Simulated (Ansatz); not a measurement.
Ru, response to strain

The parent structure is Ru in the hcp (Mg type) structure (space group P6_3/mmc, No. 194; a = 2.6914 Å, c = 4.2489 Å; relaxed with 0.1 eV smearing).

Strains are applied to the cell and any free atomic positions relax.

Computed with PBEsol in Ansatz (plane waves to 420 eV, PAW, scalar-relativistic without spin-orbit coupling).

Notes on the quantities. energy relative to the base: free energy F; pressure: mean of the normal stresses, compression positive.

```tsv
change	energy relative to the base	pressure	volume per atom
base	0 meV/atom	0.0 GPa	13.33 Å³
isotropic strain −2.50 %	+89 meV/atom	31.5 GPa	12.35 Å³
isotropic strain −2.00 %	+56 meV/atom	24.3 GPa	12.54 Å³
isotropic strain −1.50 %	+31 meV/atom	…	12.74 Å³
isotropic strain −1.00 %	+13 meV/atom	11.2 GPa	12.93 Å³
isotropic strain +1.00 %	…	-9.6 GPa	13.73 Å³
isotropic strain +1.50 %	+28 meV/atom	-13.9 GPa	13.94 Å³
isotropic strain +2.00 %	+48 meV/atom	-17.8 GPa	14.14 Å³
isotropic strain +2.50 %	+74 meV/atom	-21.4 GPa	14.35 Å³
isotropic strain +3.00 %	+104 meV/atom	-24.8 GPa	14.56 Å³
```

Problem. Fill in the withheld entries from the trend.

Solution. 
- isotropic strain −1.50 %, pressure: 17.5 GPa
- isotropic strain +1.00 %, energy relative to the base: +12 meV/atom

Stability against distortions was not tested. The final runs are not spin-polarised.

Ansatz is an electronic-structure program.
